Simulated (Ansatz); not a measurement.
Take Bi in the A7 type structure (space group R-3m, No. 166; a = 4.521 Å, c = 12.028 Å (hexagonal axes); layered) as the base.

Calculations: r2SCAN+rVV10 (Ansatz, a first-principles code; PAW; 500 eV plane waves; scalar-relativistic without spin-orbit coupling).

Base values:

| Item | Value |
|---|---|
| Volume per atom | 35.48 Å³ |
| Space group | R-3m (No. 166) |
| Band gap | zero |

One thing is altered: every Bi is replaced by Si, then cell and atoms are relaxed.

Tabulated Pauling electronegativity and covalent radius: Bi 2.02, 1.48 Å; Si 1.90, 1.11 Å.

What does the calculation give for the volume per atom, space group and band gap after the change?

The volume per atom falls by 19.405 Å³ (35.48 Å³ → 16.07 Å³); the space group changes from R-3m (No. 166) to Pm-3m (No. 221); the band gap is still zero.

Spin-orbit coupling, missing from the scalar runs, can matter with Bi. Whether these cells are dynamically stable was not tested. As relaxed here, Si is a hypothetical phase, not in the database extracts checked.
